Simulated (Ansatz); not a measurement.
## Bi (model structure, Fm-3m, No. 225, 1 atoms in the cell): bulk modulus by level of theory

No measured value is used here.

Put these levels in order of the bulk modulus that they give for Bi (model structure, Fm-3m, No. 225, 1 atoms in the cell), smallest first: LDA (Ansatz, a quantum-chemistry and plane-wave program), PBEsol (Ansatz), r²SCAN (Ansatz).

r²SCAN (55.7 GPa), PBEsol (60.1 GPa), LDA (63.6 GPa)

Unless a cell is named, each level is at its own relaxed cell (LDA 29.51, PBEsol 30.20, r²SCAN 31.34 Å³/atom).

Density-functional levels without +SOC have no spin–orbit coupling. r²SCAN, PBEsol, LDA: the bulk modulus is −V dP/dV from two relaxed cells at ±2 % in volume. Each level is taken at its own relaxed cell. Cutoffs differ between the levels. Ansatz's density-functional and Hartree–Fock values are scalar-relativistic unless marked +SOC, with PAW data made under PBE.

A model structure was made by putting elements into a prototype or built by hand; it is no filed structure, need not be a known phase, and can be a saddle point held by its symmetry.
